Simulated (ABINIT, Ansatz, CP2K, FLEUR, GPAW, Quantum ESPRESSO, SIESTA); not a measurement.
**HfTeS (P3m1, 3 atoms in the cell) computed with different codes at matched settings**

Self-consistent single point, at a second geometry (lattice scaled by 0.98). First geometry:

```
CELL_PARAMETERS angstrom
      3.81538     0.00000     0.00000
     -1.90769     3.30422     0.00000
      0.00000     0.00000     6.60612
ATOMIC_POSITIONS crystal
  Hf 0.33333 0.66667 0.02986
  Te 0.00000 0.00000 0.74743
  S  0.66667 0.33333 0.22271
```

Shared settings, as Ansatz (a quantum-chemistry and plane-wave program) writes them: kpoints.mp_grid.grid = 8 8 4; scf.occupations.method = gaussian; scf.occupations.width = 0.136 eV. Potentials and cutoffs stand in the table.

| code | model | ΔF from the first geometry (meV/atom) | pressure (GPa) | largest force (eV/Å) | cutoff |
|---|---|---|---|---|---|
| Quantum ESPRESSO | PBEsol, GBRV 1.5 ultrasoft (PBESOL) pseudopotentials | 3.7 | 2.68 | 0.839 | 40 Ry |
| ABINIT | PBEsol, norm-conserving pseudopotentials (PseudoDojo nc-sr-04 PBEsol standard) | 2.9 | 2.76 | 0.837 | 1116 eV |
| GPAW | PBEsol, GPAW PAW datasets PBEsol (made by gpaw-setup) | 3.8 | 2.87 | 0.837 | 600 eV |
| CP2K | PBEsol, GPW, DZVP-MOLOPT-SR-GTH basis, GTH-PBE potentials (GTH_POTENTIALS) | 6.9 | 3.21 | 1.027 | grid 500 Ry |
| FLEUR | PBEsol, all-electron FLAPW (FLEUR), scalar-relativistic valence | – | – | 0.872 | Kmax 4.5 1/bohr |
| Ansatz | PBEsol, PAW files made with PBE | 3.2 | 2.76 | 0.846 | 420 eV |
| SIESTA | GGA PBEsol, numerical atomic orbitals DZP, PseudoDojo PBEsol standard norm-conserving potentials (rewritten from UPF to PSML) | -0.2 | 2.51 | 0.969 | grid 300 Ry |

Size of the force on each atom (eV/Å): Sizes of forces hide their directions.

```tsv
code	Hf1	Te2	S3
Quantum ESPRESSO	0.246	0.839	0.593
ABINIT	0.272	0.837	0.565
GPAW	0.203	0.837	0.633
CP2K	0.392	1.027	0.633
FLEUR	0.276	0.872	0.597
Ansatz	0.263	0.846	0.584
SIESTA	0.314	0.969	0.652
```

A dash marks a value that a program does not give, or that is left out as unsure.

On Ansatz's run: spin-orbit coupling is off.

The spread over the programs that give each value: ΔF from the first geometry within 7.1 meV/atom; pressure within 0.70 GPa; largest force within 0.190 eV/Å.

CP2K and SIESTA use small atom-centred bases, whose incompleteness enters pressures, forces and empty levels differently from a plane-wave cutoff. FLEUR treats all electrons, but the usual bases taken here (sphere radii, linearisation, local orbitals, empty states) were not tested for convergence, so the values are no reference for the others. Ansatz's pressure is given at a fixed set of plane waves, as the other plane-wave codes print theirs; with its correction for the finite basis it is 2.80 GPa. In the force vectors, CP2K (by 0.189) and SIESTA (by 0.131) lie more than 0.08 eV/Å from the median of the plane-wave programs.

The starting cell comes from a database of computed structures (which also holds hypothetical and non-ambient phases and stackings), without a prior relaxation at this level. For this run, on top of that: lattice scaled by 0.98.

Left out of this page: Elk (not drawn, or without a comparable value).

Keys are those of Ansatz 0.2.
